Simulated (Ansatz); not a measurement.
Pressure series in MoTe2

The reference is MoTe2 in the 2H-MoS2 type structure (space group P6_3/mmc, No. 194; a = 3.497 Å, c = 13.696 Å; layered, stacked along the Cartesian z axis).

Cell and atoms are relaxed at each pressure.

The values are results of Ansatz (a first-principles code), PBE-D3(BJ), PAW, cutoff 420 eV, without spin-orbit coupling, not measurements.

Task: Only one of these keeps a band gap. Which?
A. pressure 22.5 GPa
B. pressure 4.5 GPa
C. pressure 15 GPa

Result: B, pressure 4.5 GPa. Computed: pressure 15 GPa: zero; pressure 4.5 GPa: 0.23 eV; pressure 22.5 GPa: zero

A case with no gap was solved on a k-mesh chosen for an insulator, which is coarse for it. With Te present, leaving out spin-orbit coupling can change the band edges. Load acts through the strain it causes; cell and atoms are relaxed under it. Whether these cells are dynamically stable was not tested. No other phases were tried under pressure. All final runs are without spin polarisation. The D3 term's C6 switches between coordination references near this geometry, which can add small steps to energies. A zero or small gap of MoTe2 under pressure 15 GPa, MoTe2 under pressure 4.5 GPa and MoTe2 under pressure 22.5 GPa can be the functional's error rather than a property of the material.
